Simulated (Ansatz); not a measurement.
**KF in the rock salt structure (space group Fm-3m, No. 225)**

```
CELL_PARAMETERS angstrom
      0.00000     2.65916     2.65916
      2.65916     0.00000     2.65916
      2.65916     2.65916     0.00000
ATOMIC_POSITIONS crystal
  F  0.00000 0.00000 0.00000
  K  0.50000 0.50000 0.50000
```

All numbers come from Ansatz (a program for electronic structure), r2SCAN, PAW, cutoff 500 eV, no SOC. Γ-centred 11×11×11 mesh, Fermi–Dirac width 0.05 eV.

```json
{
  "volume_per_atom": "18.80 Å³",
  "density": "2.57 g/cm³",
  "band_gap": "6.91 eV, direct at Γ",
  "electron_mass": "0.54 mₑ",
  "Lowest conduction-band minima above the VBM": "Γ 6.91 eV",
  "total_energy": "-1177.596 eV/atom (σ→0; compares only within this code and set-up)"
}
```

Masses are band curvatures over ±0.01 Å⁻¹ around the edge. No phonon test of stability was made.
